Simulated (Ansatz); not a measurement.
## Response to strain in AlN

The parent structure is AlN in the wurtzite structure (space group P6_3mc, No. 186; a = 3.089 Å, c = 4.943 Å).

Strains are applied to the cell and any free atomic positions relax.

Calculations: DFT with LDA, PAW potentials and a 420 eV plane-wave cutoff in Ansatz (a quantum-chemistry and plane-wave program), no spin-orbit coupling.

| isotropic strain (%) | band gap (eV) |
|---|---|
| 0 | 4.42 |
| 0.6 | ? |
| 1.2 | 4.10 |
| 1.8 | 3.95 |
| 2.4 | 3.80 |
| 3 | 3.65 |

### Question
Fit E_g = E₀ + Dε (ε in %) to the rows shown and predict the withheld row.

### Answer
Least squares on the printed values gives E₀ = 4.41 eV, D = -256 meV per % of strain (largest residual 0.01 eV); this predicts 4.26 eV, and the run gives 4.26 eV, in agreement.

No phonon test of stability was made.
